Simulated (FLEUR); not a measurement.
Band structure of LiCa6Ge (Fm-3m, 8 atoms in the cell).

```yaml
crystal:
  lattice:
    - [0.00000, 5.09675, 5.09675]
    - [5.09675, 0.00000, 5.09675]
    - [5.09675, 5.09675, 0.00000]
  atoms:
    - { symbol: Li, position: [0.50000, 0.50000, 0.50000] }
    - { symbol: Ca, position: [0.50000, 0.00000, 0.00000] }
    - { symbol: Ca, position: [0.50000, 0.00000, 0.50000] }
    - { symbol: Ca, position: [0.00000, 0.50000, 0.50000] }
    - { symbol: Ca, position: [0.00000, 0.50000, 0.00000] }
    - { symbol: Ca, position: [0.50000, 0.50000, 0.00000] }
    - { symbol: Ca, position: [0.00000, 0.00000, 0.50000] }
    - { symbol: Ge, position: [0.00000, 0.00000, 0.00000] }
```

Method of the run: PBEsol, all-electron FLAPW (FLEUR), scalar-relativistic valence in FLEUR.

Settings: Kmax = 3.8 1/bohr; GmaxXC = 11.4 1/bohr; xcFunctional = PBEs; jspins = 1; l_soc = F; mode = hist; fermiSmearingEnergy = 0.00734986 Htr; mesh (inpgen div1-3) = 4 4 4; inpgen gamma flag = true; Gmax = 11.4 1/bohr; numbands = 0; maxIterBroyd = 99; imix = Anderson; alpha = 0.05.

The starting cell comes from a database of computed structures (which also holds hypothetical and non-ambient phases and stackings), without a prior relaxation at this level. Values depend on the basis (sphere radii, cutoffs, local orbitals), which need not be converged.

Levels in eV from the Fermi level, bands 35 to 42:
```tsv
point	35	36	37	38	39	40	41	42
Γ	-0.73	-0.55	-0.55	-0.55	0.19	0.23	0.23	0.93
X	-1.18	-0.53	0.12	0.12	0.38	1.10	1.19	1.32
W	-0.83	-0.62	-0.62	0.29	0.29	1.16	1.20	1.21
K	-0.74	-0.52	-0.24	-0.03	0.38	1.10	1.13	1.14
L	-0.71	-0.48	-0.48	-0.41	0.25	0.83	0.83	0.99
U	-0.74	-0.52	-0.24	-0.03	0.38	1.10	1.13	1.14
```
